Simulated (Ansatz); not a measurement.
The starting structures come from a database of crystals and need not be the phases stable at ambient conditions.

 Where the default PAW files enter, the runs use the earlier of Ansatz's two default sets.

By PBEsol, the system below comes out a metal.

A figure of merit of an interconnect metal is its ballistic conductance per area.

Given:

```
CELL_PARAMETERS angstrom
      3.89458     0.00000     0.00000
      0.00000    10.72669     0.00000
      0.00000    -0.75474     3.95248
ATOMIC_POSITIONS crystal
  Y  0.75000 0.16776 0.58388
  Y  0.25000 0.83224 0.41612
  Ge 0.75000 0.38076 0.19038
  Ge 0.25000 0.61924 0.80962
  Ge 0.25000 0.07564 0.03782
  Ge 0.75000 0.92436 0.96218
  Ge 0.25000 0.38498 0.69249
  Ge 0.75000 0.61502 0.30751
```

Space group of this cell: Cmcm. The cell is taken as given; by PBEsol its mean pressure is -2.1 GPa.

The current flows along the normal of the first two printed cell vectors. No spin-orbit coupling; the value is a mean over 0.1 eV about the Fermi level.

### Question
Give the ballistic conductance per area that PBEsol in Ansatz (a program for electronic structure) yields.

### Answer
0.55 × 10¹⁵ S/m² for both spins.
